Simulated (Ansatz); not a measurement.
# ZrO₂ (space group P2_1/c, No. 14)

ZrO2 is taken in the monoclinic space group P2₁/c (No. 14), Pearson symbol mP12. Conventional cell: a = 5.1280 Å, b = 5.2114 Å, c = 5.2953 Å, α = 90.00°, β = 99.61°, γ = 90.00°. Zr on 4e has 7 O at 2.049–2.252 Å. O1 on 4e sees 3 Zr at 2.049–2.152 Å. O2 on 4e has 4 Zr at 2.148–2.252 Å. (Neighbours: up to the widest gap in distance over summed covalent radii, below 1.35, at either atom; cation-cation and far metal-metal contacts left out.)

Computed with PBEsol (Ansatz, an electronic-structure program; PAW; 420 eV plane waves; without spin-orbit coupling). k-mesh 5×5×5 (Γ-centred); smearing 0.05 eV (Fermi–Dirac).

- Volume per atom: 11.63 Å³
- Density: 5.87 g/cm³
- Band gap: 3.59 eV, indirect, Γ → Y₂
- Total energy: -1751.924 eV/atom (σ→0; compares only within this code and set-up)

Whether these cells are dynamically stable was not tested.
